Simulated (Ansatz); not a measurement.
Base system: Mo in the bcc (W type) structure (space group Im-3m, No. 229; a = 3.161 Å; relaxed with 0.1 eV smearing).

Calculations: PBE (Ansatz, a program for electronic structure; PAW; 420 eV plane waves; no spin-orbit coupling).

Strains are applied to the cell and any free atomic positions relax.

One change was made to it. Results:

The energy grows by 12 meV/atom; the pressure goes from zero to 8.3 GPa; the band gap stays zero.

Q: Which of these changes matches the shifts?
A. isotropic strain +1.00 %
B. isotropic strain −1.00 %
C. isotropic strain −1.50 %
D. isotropic strain −2.50 %

A: B, isotropic strain −1.00 %. For comparison, the pressure in the other runs: isotropic strain +1.00 % gives -7.3 GPa; isotropic strain −2.50 % gives 23.1 GPa; isotropic strain −1.50 % gives 12.9 GPa.

Stability against distortions was not tested. All final runs are without spin polarisation.
